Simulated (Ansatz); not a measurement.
Consider the following.

End structure of a constructed model of the (0001) surface of 4H silicon carbide, Si-terminated, (√3x√3)R30° Bi adatom at T4 (bottom of the slab: 3 H on 3 bottom sites):

```xyz
28
Lattice="4.6411 2.6796 0.0000 -4.6411 2.6796 0.0000 0.0000 0.0000 27.5000" Properties=species:S:1:pos:R:3 pbc="T T T"
C      0.0000     0.0000     9.1941
C     -1.5470     2.6796     9.1941
C      1.5470     2.6796     9.1941
Si    -1.5470     0.8932     9.8283
Si     1.5470     0.8932     9.8283
Si     0.0000     3.5727     9.8283
C     -1.5526     0.8964    11.7267
C      1.5470     0.8868    11.7267
C      0.0056     3.5760    11.7267
Si    -0.0118     0.0068    12.3595
Si    -1.5352     2.6864    12.3595
Si     1.5470     2.6659    12.3595
C     -0.0185     0.0107    14.2553
C     -1.5285     2.6903    14.2553
C      1.5470     2.6582    14.2553
Si    -3.0941     1.7864    14.8025
Si     0.0000     1.7864    14.9362
Si     3.0941     1.7864    14.9362
C     -3.0941     1.7864    16.6174
C      0.0000     1.7864    16.9128
C      3.0941     1.7864    16.9128
Si     0.0866    -0.0500    17.4615
Si    -1.6336     2.6296    17.4615
Si     1.5470     2.7796    17.4615
H     -0.0030     0.0017     8.0911
H     -1.5441     2.6813     8.0911
H      1.5470     2.6761     8.0911
Bi    -3.0941     1.7864    19.6947
```

Slab: 28 atoms, 11.4 Å thick at the start with caps and adatoms (thin: gaps and levels are the slab's own); k 6x6x1, smearing 0.025 eV, dipole-corrected; 6 atoms held, the rest relaxed; held to the start's symmetry, so lower structures may exist; no spin, no spin-orbit, no U. In PBE it is, or lies within 0.01 eV a 1x1 cell of, the lowest of the 2 structures of its composition computed so far; subsurface sites and larger cells were not tried.

Problem. Predict the highest filled level below the top vacuum level from PBE (Ansatz, a quantum-chemistry and plane-wave program).

Solution. 4.88 eV

Problem. Give the gap of the slab on its k-mesh at the level PBE.

Solution. 1.95 eV
